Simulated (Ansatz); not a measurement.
Abridged Ansatz (an electronic-structure program) output:

```
Relaxation: its limit of steps is 30 (relax.max_steps)
Pseudopotential: Mo, paw, valence charge 14
Pseudopotential: S, paw, valence charge 6
Crystal: 3 atoms, lattice volume = 51.635 Å³
Basis set: ecut = 420 eV, 999 PW (Γ), exchange–correlation on 90×90×90 points (8 copies of the dense FFT grid, shifted against one another)
Bands: 18, of which v1, the nominal top of the filled ones, is band 13 counted from 1 (12 counted from 0)
Symmetry: 6 space group operations
k-points: 1024 of 10648 (time reversal used)
Functional: x = pbe(κ = 0.804, μ = 0.2195149727645171), c = pbe(β = 0.06672455060314922)
SCF iter   1: F=—  HF=-6762.195339 eV  |F-HF|=—  |Δ(HF+E_count)|=         —  Δρ=2.10e-2  dr2=6.99e-1  ethr=1.77e-3  ⟨swp⟩=6.0  Hψ=102070  notcnv=0
SCF iter   2: F=—  HF=-6762.131275 eV  |F-HF|=—  |Δ(HF+E_count)|=   6.41e-2  Δρ=1.08e-2  dr2=2.34e-1  ethr=1.77e-3  ⟨swp⟩=1.8  Hψ=27730  notcnv=0
SCF 1 converged in 10 iterations: F = -6762.100990 eV  dr2 = 5.08e-11
relax step   1: F+E_penalty+E_count = -6762.10099034 eV  Δ(F+E_penalty+E_count) = +0.000e0 eV  max|allowed force component| = 1.850e-1 eV/Å  Δτ_max = 0.0000 Å  (10 SCF iters, accepted)
Crystal: 3 atoms, lattice volume = 51.635 Å³
SCF iter   1: F=—  HF=-6762.103024 eV  |F-HF|=—  |Δ(HF+E_count)|=         —  Δρ=1.17e-3  dr2=6.11e-4  ethr=2.39e-6  ⟨swp⟩=2.0  Hψ=73171  notcnv=0  defer=92
SCF iter   2: F=—  HF=-6762.102915 eV  |F-HF|=—  |Δ(HF+E_count)|=   1.09e-4  Δρ=6.18e-4  dr2=1.90e-4  ethr=2.34e-6  ⟨swp⟩=1.0  Hψ=18339  notcnv=0  defer=92
SCF 2 converged in 8 iterations: F = -6762.102832 eV  dr2 = 1.89e-11
relax step   2: F+E_penalty+E_count = -6762.10283191 eV  Δ(F+E_penalty+E_count) = -1.842e-3 eV  max|allowed force component| = 4.843e-2 eV/Å  Δτ_max = 0.0135 Å  (8 SCF iters, accepted)
Crystal: 3 atoms, lattice volume = 51.635 Å³
SCF iter   1: F=—  HF=-6762.102998 eV  |F-HF|=—  |Δ(HF+E_count)|=         —  Δρ=2.26e-4  dr2=2.21e-5  ethr=1.00e-6  ⟨swp⟩=2.8  Hψ=52966  notcnv=0  defer=94
SCF iter   2: F=—  HF=-6762.103007 eV  |F-HF|=—  |Δ(HF+E_count)|=   8.41e-6  Δρ=1.24e-4  dr2=7.44e-6  ethr=8.44e-8  ⟨swp⟩=1.0  Hψ=26641  notcnv=0  defer=93
SCF 3 converged in 6 iterations: F = -6762.102954 eV  dr2 = 2.14e-10
relax step   3: F+E_penalty+E_count = -6762.10295430 eV  Δ(F+E_penalty+E_count) = -1.224e-4 eV  max|allowed force component| = 2.635e-3 eV/Å  Δτ_max = 0.0028 Å  (6 SCF iters, accepted)
SCF converged after 6 iterations
Free energy (F): -6762.102954 eV
Internal energy: -6762.100594 eV  (E = F + TS)
E sigma→0 (E₀):  -6762.101774 eV
Entropy (-TS):   -0.002360 eV (-0.787 meV/atom)
Fermi energy:    12.677072 eV
  E_disp       = -1.321008  (pairwise vdW)
--- Forces (eV/Å), atoms counted from 1 ---
  atom   1  Mo     0.00000000     0.00000000     0.00093531
  atom   2  S      0.00000000     0.00000000     0.00170002
  atom   3  S     -0.00000000    -0.00000000    -0.00263458
--- Stress (GPa, compression-positive) ---
       -1.451214      -0.000000       0.000000
       -0.000000      -1.451214       0.000000
        0.000000       0.000000      -0.347433
  P = ⅓ Tr σ = -1.0833 GPa (-10.833 kbar)
--- Relaxed structure (3 steps of the walk, 3 accepted, 0 SCFs on fresh bases) ---
  atoms:
    - { symbol: Mo, position: [3.148828461857365e-5, 3.148828461857365e-5, 3.148828461857366e-5] }
    - { symbol: S, position: [0.7541301106516316, 0.7541301106516316, 0.7541301106516316] }
    - { symbol: S, position: [0.5791384010637498, 0.5791384010637498, 0.5791384010637498] }
```

Task: What was computed, and what are the main results?

Result: MoS2, 3 atoms in the cell, with PBE-D3(BJ) (Ansatz; PAW; 420 eV plane waves; spin-orbit coupling left out). The last SCF converged to F = -6762.102954 eV, or -2254.0343 eV per atom. The total energy compares only with runs of the same code, potentials and settings.

Charged cell with a jellium background: band edges are those of the host's band count, energies are not comparable with the neutral cell, and many-body gap narrowing is missing. No phonon test of stability was made. The cell was made from MoS₂ in the 3R-MoS2 type structure (space group R3m, No. 160; layered, stacked along the Cartesian z axis) by this change: electrons 3.0×10^21 cm⁻³.

Keys are those of Ansatz 0.2.
